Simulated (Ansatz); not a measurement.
End structure of Al on the 1x1 (111) surface of fcc Cu, one in a 2x2 cell, started at the site 'hollow Cu-Cu-Cu over Cu at depth 4.1 Å':

```
CELL_PARAMETERS angstrom
      5.13360     0.00000     0.00000
     -2.56680     4.44582     0.00000
      0.00000     0.00000    25.50000
ATOMIC_POSITIONS crystal
  Cu 0.16667 0.33333 0.37817
  Cu 0.16667 0.83333 0.37817
  Cu 0.66667 0.33333 0.37817
  Cu 0.66667 0.83333 0.37817
  Cu 0.33333 0.16667 0.45940
  Cu 0.33333 0.66667 0.45940
  Cu 0.83333 0.16667 0.45940
  Cu 0.83333 0.66667 0.45940
  Cu 0.99857 0.99928 0.54100
  Cu 0.00000 0.50000 0.53962
  Cu 0.50072 0.99928 0.54100
  Cu 0.50072 0.50143 0.54100
  Cu 0.16363 0.33637 0.62150
  Cu 0.16363 0.82725 0.62150
  Cu 0.67275 0.33637 0.62150
  Cu 0.66667 0.83333 0.62666
  Al 0.33333 0.16667 0.69653
```

Model: 17-atom slab, 6.2 Å thick at the start under the adsorbate (thin: gaps and levels are the slab's own), 6x6x1 mesh, Fermi-Dirac 0.1 eV, dipole correction, 8 atoms held, the rest relaxed; start symmetry kept, larger cells not searched; no spin, no spin-orbit, no U, no dispersion correction. At the end it is bonded to 3 Cu. In PBE it is, or lies within 0.03 eV of, the lowest of the starts that converged.

A negative adsorption energy means that the adsorbate is more stable on the surface than in its reference.

**Question.** What is the computed change of the work function (PBE (Ansatz, a first-principles code))?

**Answer.** -0.72 eV

**Question.** What work function of the top face does PBE give?

**Answer.** 4.05 eV

**Question.** What is the computed adsorption energy against an atom of fcc Al (PBE)?

**Answer.** 0.52 eV

**Question.** What is the computed change of the step from the bottom to the top vacuum level, against the clean slab (PBE)?

**Answer.** -0.74 eV
